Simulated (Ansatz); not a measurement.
Take LiH in the rock salt structure (space group Fm-3m, No. 225; a = 4.004 Å) as the base. Axes: x, y, z lie along the cube axes.

The values are results of r2SCAN in Ansatz (plane waves to 500 eV, PAW, scalar-relativistic without spin-orbit coupling), earlier PAW set, not measurements.

Before the change:

The smallest direct gap is 3.63 eV and the band gap is 3.63 eV.

Perturbation: the cell is compressed by 0.84 % along y with no lateral relaxation; the atoms relax in the strained cell.

Q: Predict the new smallest direct gap, stress and band gap.

A: The smallest direct gap decreases by 0.02 eV (3.63 eV → 3.61 eV); the stress (xx, yy, zz, yz, xz, xy; compression positive) is (0.11, 0.73, 0.11, 0.00, 0.00, 0.00) GPa; the band gap decreases by 0.09 eV, from 3.63 eV to 3.54 eV.

Stability against distortions was not tested.

Ansatz is a program for electronic structure.
